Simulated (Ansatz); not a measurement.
Base system: CdTe in the rock salt structure (space group Fm-3m, No. 225; relaxed with 0.1 eV smearing).

```
CELL_PARAMETERS angstrom
      0.00000     3.00023     3.00023
      3.00023     0.00000     3.00023
      3.00023     3.00023     0.00000
ATOMIC_POSITIONS crystal
  Cd 0.00000 0.00000 0.00000
  Te 0.50000 0.50000 0.50000
```

Cartesian axes are those of the cell as printed.

Level of theory: PBEsol/PAW in Ansatz (a program for electronic structure), without spin-orbit coupling.

One thing is altered: uniaxial strain ε_zz = −4.66 %, all other strain components held at zero, atoms relaxed at fixed cell.

Task: Predict the stress tensor and what it implies for the stiffness.

Result: Stress of the strained cell less that of the base (GPa, compression positive):
```
    1.7     0.0     0.0
    0.0     1.7     0.0
    0.0     0.0     6.6
```

Then −Δσ_ii/ε with ε = -0.0466 gives secant stiffness values (nonlinear terms included at this strain): C33 ≈ 141 GPa, C13 ≈ 37 GPa and C23 ≈ 37 GPa.

As a check, the harmonic strain energy −½ V₀ Δσ:ε is 26 meV/atom; the computed energy rise is 23 meV/atom.

Stability against distortions was not tested. The final runs are not spin-polarised. This is not the structure that CdTe has at room temperature and ambient pressure.
